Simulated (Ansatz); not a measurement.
KLuS2 (R-3m), PBEsol, rigid bands (Ansatz, a quantum-chemistry and plane-wave program): N_c = 4.01e19 cm⁻³ at 300 K and an electron conductivity mass of 0.447 mₑ along x (a = (1.95, 1.13, 7.24) Å; b = (-1.95, 1.13, 7.24) Å; c = (0.00, -2.26, 7.24) Å).

Problem. For 1e17 electrons per cm³ at 300 K, place the Fermi level, estimate the Seebeck coefficient of a parabolic band with constant τ, and give mobility and conductivity for τ = 50 fs.

Solution. The level lies k_BT ln(N_c/n) = 0.155 eV below the conduction-band minimum. S ≈ −(k_B/e)[ln(N_c/n) + 5/2] = -732 μV/K, against -729 μV/K from the full bands (mean over directions). μ = eτ/m = 197 cm²/(V·s) and σ = neμ = 3.15 S/cm. τ is assumed, not computed.

Band transport and this doping are assumed; polarons and phonon drag are left out. Spin-orbit coupling is left out.

Formula and space group known from diffraction (Crystallography Open Database), not checked to be the room-temperature form: KLuS2 (R-3m).
